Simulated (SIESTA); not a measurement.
# Short convergence ladders for a (001) slab of Se (cut from a parent of space group no. 152; 6 atoms in the cell)

```yaml
crystal:
  lattice:
    - [4.38311, 0.00000, 0.00000]
    - [-2.19156, 3.79589, 0.00000]
    - [0.00000, 0.00000, 22.27471]
  atoms:
    - { symbol: Se, position: [0.00000, 0.22500, 0.38855] }
    - { symbol: Se, position: [0.77500, 0.77500, 0.46285] }
    - { symbol: Se, position: [0.22500, 0.00000, 0.31426] }
    - { symbol: Se, position: [0.00000, 0.22500, 0.61145] }
    - { symbol: Se, position: [0.77500, 0.77500, 0.68574] }
    - { symbol: Se, position: [0.22500, 0.00000, 0.53715] }
```

Base method: LDA PW92, numerical atomic orbitals DZP, PseudoDojo LDA standard norm-conserving potentials (rewritten from UPF to PSML) (SIESTA 5.4.2).

Base settings: XC.functional = LDA; XC.authors = PW92; potentials = PseudoDojo LDA standard; PAO.BasisSize = DZP; PAO.EnergyShift = 0.01 Ry; MeshCutoff = 350 Ry; kgrid.MonkhorstPack = 3 3 1; OccupationFunction = FD; ElectronicTemperature = 116.05 K; MaxSCFIterations = 150.

**The vacuum**

The mesh stays at the base's, so the ladder's end is converged at best in this setting alone.

Only quantities that move along the ladder and can be compared are tabulated; forces are left out, as grid noise moves with the cell.

```tsv
vacuum between outermost atoms (Å)	free energy less the last step's (meV/atom)
3.0	-111.01
5.0	-0.60
14.0	-0.01
30.0	0.00
```

Smallest vacuum between outermost atoms (Å) that holds the free energy within 2 meV/atom of the last step, with all finer ones: 5.0; the step before is off by 110 meV/atom.

**The k-point mesh**

Only quantities that move along the ladder and can be compared are tabulated.

```csv
kgrid.MonkhorstPack,free energy less the last step's (meV/atom),largest difference of a force vector from the last step's (eV/Å)
2 2 1,-21.32,0.467
3 3 1,-11.88,0.124
5 5 1,2.07,0.044
22 22 1,0.00,0.000
```

Coarsest kgrid.MonkhorstPack that holds the free energy within 5 meV/atom of the last step, with all finer ones: 5 5 1; the step before is off by 12 meV/atom.

Coarsest kgrid.MonkhorstPack that holds the forces within 0.02 eV/Å: not settled: the last two steps still differ by 0.044 eV/Å, over half the tolerance, so the ladder does not show it.

On the base run: the starting cell has typed, rounded lattice constants, without a prior relaxation at this level. The slab is cut from that crystal, and its faces are unrelaxed. Its lattice was rescaled by up to half a per cent. Spin polarisation is off, though cut faces can carry moments; the slab shows no gap. Values carry the incompleteness of an atom-centred basis. In the base run, forces exceed 1 eV/Å. Without a gap this mesh is coarse (it stands for a supercell whose shortest in-plane vector is 13 Å).
